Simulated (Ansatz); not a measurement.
# ScPt3C (model structure, started from the Ni3MgC type, Pm-3m, No. 221, 5 atoms in the cell)

All values below come from LDA (PAW; Ansatz, a quantum-chemistry and plane-wave program).

Settings: plane-wave cutoff 520 eV, 14×14×14 k mesh, Fermi–Dirac smearing 0.05 eV, scalar-relativistic PAW data made under PBE.

Cell (relaxed at this level):

```cif
data_CPt3Sc
_chemical_formula_sum 'Sc1 Pt3 C1'
_space_group_name_H-M_alt 'P 1'
_space_group_IT_number 1
_cell_length_a 4.15991
_cell_length_b 4.15991
_cell_length_c 4.15991
_cell_angle_alpha 90.000
_cell_angle_beta 90.000
_cell_angle_gamma 90.000
loop_
_space_group_symop_operation_xyz
  'x, y, z'
loop_
_atom_site_label
_atom_site_type_symbol
_atom_site_fract_x
_atom_site_fract_y
_atom_site_fract_z
_atom_site_occupancy
Sc1 Sc 0.00000 0.00000 0.00000 1
Pt1 Pt 0.00000 0.50000 0.50000 1
Pt2 Pt 0.50000 0.00000 0.50000 1
Pt3 Pt 0.50000 0.50000 0.00000 1
C1 C 0.50000 0.50000 0.50000 1
```

```yaml
band_gap: none
bulk modulus B0: 233 GPa
```

Note: the bulk modulus is −V dP/dV from two relaxed cells at ±2 % in volume; the relaxation could raise the start's symmetry but not lower it, so the cell can be a saddle point.

Spin–orbit coupling is not included; it can open a gap where bands touch, and shift volumes and moduli.

Static lattice: no zero-point or thermal effects.

The result took about 100 core-seconds (a rough figure).

A model structure was made by putting elements into a prototype or built by hand; it is no filed structure, need not be a known phase, and can be a saddle point held by its symmetry.
